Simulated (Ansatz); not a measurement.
The reference is LaCuSeO (space group P4/nmm, No. 129; a = 4.016 Å, c = 8.637 Å). Axes: x, y, z lie along a, b, c of the conventional cell.

All numbers come from PBEsol/PAW in Ansatz (a program for electronic structure), no spin-orbit coupling.

Before the change:

| Property | Value |
|---|---|
| Valence-band top at Γ | 0.00, 0.00, -0.56 eV |
| Band gap | 1.42 eV |
| Shortest interatomic distance | 2.356 Å |

It is then changed as follows: uniaxial stress, 0.5 GPa compression along x, with the cell and atoms free to relax against it.

Question: Estimate the effect on the valence-band top at Γ, strain response, band gap and shortest interatomic distance.

Answer: The valence-band top at Γ (three highest levels, from the VBM) goes from 0.00, 0.00, -0.56 eV to 0.00, -0.02, -0.59 eV; the strain response (xx, yy, zz) amounts to (−0.36, +0.03, +0.21) %; the band gap hardly moves (1.42 eV against 1.41 eV); the shortest interatomic distance drops by 0.0035 Å to 2.353 Å.

Beyond what the load breaks, stability against distortions was not tested. No Hubbard U is applied. All final runs are without spin polarisation.
